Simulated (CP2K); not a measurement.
Input and output of a self-consistent single point for a sheet of PtS2 (3 atoms in the cell) (CP2K)

Computed with PBE, GPW, DZVP-MOLOPT-SR-GTH basis, GTH-PBE potentials (GTH_POTENTIALS) in CP2K 2026.2.

This input was run:

```
&GLOBAL
  PROJECT scf
  RUN_TYPE ENERGY_FORCE
  PRINT_LEVEL MEDIUM
&END GLOBAL
&FORCE_EVAL
  METHOD Quickstep
  STRESS_TENSOR ANALYTICAL
  &DFT
    BASIS_SET_FILE_NAME BASIS_MOLOPT
    POTENTIAL_FILE_NAME GTH_POTENTIALS
    &QS
      METHOD GPW
      EPS_DEFAULT 1E-10
    &END QS
    &MGRID
      CUTOFF 500
      REL_CUTOFF 40
      NGRIDS 5
    &END MGRID
    &SCF
      SCF_GUESS ATOMIC
      EPS_SCF 1E-6
      MAX_SCF 100
      ADDED_MOS 6
      &DIAGONALIZATION
        ALGORITHM STANDARD
      &END DIAGONALIZATION
      &MIXING
        METHOD BROYDEN_MIXING
        ALPHA 0.3
        NBUFFER 12
        BETA 1
      &END MIXING
      &SMEAR ON
        METHOD FERMI_DIRAC
        ELECTRONIC_TEMPERATURE [K] 1160.45
      &END SMEAR
    &END SCF
    &KPOINTS
      SCHEME MONKHORST-PACK 11 11 1
    &END KPOINTS
    &XC
      &XC_FUNCTIONAL PBE
      &END XC_FUNCTIONAL
    &END XC
    &PRINT
      &MO
        EIGENVALUES T
        OCCUPATION_NUMBERS T
        NDIGITS 8
        FILENAME mo
        &EACH
          QS_SCF 0
        &END EACH
        ADD_LAST NUMERIC
      &END MO
      &MULLIKEN ON
      &END MULLIKEN
    &END PRINT
  &END DFT
  &SUBSYS
    &CELL
      A 3.35402500 0.00000000 0.00000000
      B -1.67701300 2.90467100 0.00000000
      C 0.00000000 0.00000000 16.79262400
      PERIODIC XYZ
    &END CELL
    &COORD
      SCALED
      Pt       0.00000000     0.00000000     0.50000000
      S        0.33333300     0.66666700     0.58315000
      S        0.66666700     0.33333300     0.41685000
    &END COORD
    &KIND Pt
      BASIS_SET DZVP-MOLOPT-SR-GTH-q18
      POTENTIAL GTH-PBE-q18
    &END KIND
    &KIND S
      BASIS_SET DZVP-MOLOPT-SR-GTH-q6
      POTENTIAL GTH-PBE-q6
    &END KIND
  &END SUBSYS
  &PRINT
    &FORCES ON
    &END FORCES
    &STRESS_TENSOR ON
    &END STRESS_TENSOR
  &END PRINT
&END FORCE_EVAL
```

Log, with long lists cut:

```
 GLOBAL| Method name                                                        CP2K
 GLOBAL| Project name                                                        scf
 GLOBAL| Run type                                                   ENERGY_FORCE

 CELL| Volume [angstrom^3]:                                           163.599438
 CELL| Vector a [angstrom]:       3.354     0.000     0.000   |a| =     3.354025
 CELL| Vector b [angstrom]:      -1.677     2.905     0.000   |b| =     3.354025
 CELL| Vector c [angstrom]:       0.000     0.000    16.793   |c| =    16.792624
 CELL| Angle (b,c), alpha [degree]:                                    90.000000
 CELL| Angle (a,c), beta  [degree]:                                    90.000000
 CELL| Angle (a,b), gamma [degree]:                                   120.000006
 CELL| Numerically orthorhombic:                                              NO
 CELL| Periodicity                                                           XYZ

 DFT| Spin restricted Kohn-Sham (RKS) calculation                            RKS
 DFT| Multiplicity                                                             1
 DFT| Number of spin states                                                    1
 DFT| Charge                                                                   0
 DFT| XC density smoothing                                                  NONE
 DFT| XC derivatives                                                          PW

 QS| Method:                                                                 GPW
 QS| Density plane wave grid type                        NON-SPHERICAL FULLSPACE
 QS| Number of grid levels:                                                    5
 QS| Density cutoff [a.u.]:                                                250.0
 QS| Multi grid cutoff [a.u.]: 1) grid level                               250.0
   [... lines left out ...]
 BRILLOUIN| Wavefunction type                                            COMPLEX
 BRILLOUIN| List of Kpoints [2 Pi/Bohr]                                       61
 BRILLOUIN| Number           Weight            X              Y              Z
 BRILLOUIN|     1           0.01653       -0.45455       -0.45455        0.00000
 BRILLOUIN|     2           0.01653       -0.45455       -0.36364        0.00000
 BRILLOUIN|     3           0.01653       -0.45455       -0.27273        0.00000
   [... 58 lines left out ...]
 *******************************************************************************

 Extrapolation method: initial_guess

 Re-scaling the density matrix to get the right number of electrons
                  # Electrons              Trace(P)               Scaling factor
                           30                30.000                        1.000

 Number of electrons:                                                         30
 Number of occupied orbitals:                                                 15
 Number of molecular orbitals:                                                21

 Number of orbital functions:                                                 52
 Number of independent orbital functions:                                     52
 SCF WAVEFUNCTION OPTIMIZATION

  Step     Update method      Time    Convergence         Total energy    Change
     1 NoMix/Diag. 0.30E+00      -     0.59203892      -141.0557390154 -1.41E+02
     2 Broy./Diag. 0.30E+00      -     0.13952052      -142.4257255493 -1.37E+00
     3 Broy./Diag. 0.30E+00      -     0.05934014      -141.1260631448  1.30E+00
     4 Broy./Diag. 0.30E+00      -     0.00568381      -140.6093400179  5.17E-01
     5 Broy./Diag. 0.30E+00      -     0.00150045      -140.6393792103 -3.00E-02
     6 Broy./Diag. 0.30E+00      -     0.00037011      -140.6482908586 -8.91E-03
     7 Broy./Diag. 0.30E+00      -     0.00042096      -140.6458575741  2.43E-03
   [... 8 lines left out ...]
    16 Broy./Diag. 0.30E+00      -     0.00001014      -140.6405260820  7.61E-05
    17 Broy./Diag. 0.30E+00      -     0.00001726      -140.6404898404  3.62E-05
    18 Broy./Diag. 0.30E+00      -     0.00000489      -140.6404683282  2.15E-05
    19 Broy./Diag. 0.30E+00      -     0.00000639      -140.6404716072 -3.28E-06
    20 Broy./Diag. 0.30E+00      -     0.00000092      -140.6404638233  7.78E-06
  *** SCF run converged in    20 steps ***

  Electronic density on regular grids:        -29.9999999993        0.0000000007
  Core density on regular grids:               29.9999999975       -0.0000000025
  Total charge density on r-space grids:       -0.0000000018
  Total charge density g-space grids:          -0.0000000018

  Overlap energy of the core charge distribution:               0.00000000070157
  Self energy of the core charge distribution:               -231.15653223070930
  Core Hamiltonian energy:                                     51.44774509750155
  Hartree energy:                                              55.30817194161209
  Exchange-correlation energy:                                -16.23983455014183
  Electronic entropic energy:                                  -0.00001408241782
  Fermi energy:                                                -0.02234055611079

  Total energy:                                              -140.64046382331668
  Total energy (extrapolated to T->0):                       -140.64045678210778

                     Mulliken Population Analysis

 #  Atom  Element  Kind  Atomic population                           Net charge
       1     Pt       1         18.800535                             -0.800535
       2     S        2          5.599732                              0.400268
       3     S        2          5.599732                              0.400268
 # Total charge                             30.000000                  0.000000

 ENERGY| Total FORCE_EVAL ( QS ) energy [hartree]           -140.640460870241839

 FORCES| Atomic forces [hartree/bohr]
 FORCES|   Atom     x               y               z               |f|
 FORCES|      1  7.45742386E-15 -4.56004464E-14 -5.36685273E-14   7.08189573E-14
 FORCES|      2  2.89852126E-07 -1.89036499E-07 -8.65722193E-03   8.65722194E-03
 FORCES|      3 -2.89852106E-07  1.89036540E-07  8.65722193E-03   8.65722194E-03
 FORCES| Sum     2.73936211E-14 -4.27445724E-15 -3.24636151E-14
 FORCES| Total atomic force                                       4.26915421E-14

 STRESS| Analytical stress tensor [bar]
 STRESS|                        x                   y                   z
 STRESS|      x        3.71999896802E+04   3.65657029754E-01   3.57444473096E-01
 STRESS|      y        3.65657029754E-01   3.72003234225E+04  -2.36873895213E-01
 STRESS|      z        3.57444473096E-01  -2.36873895213E-01  -1.22088119237E+04
 STRESS| 1/3 Trace                                             2.07305003930E+04
```

The run converged in 20 iterations.

The starting cell was generated: these elements placed on a structure prototype, without a prior relaxation; it need not be a known phase or ordering of this composition. Its lattice was rescaled in the plane by a random factor within 2.5 % of one. Values carry the incompleteness of an atom-centred basis.
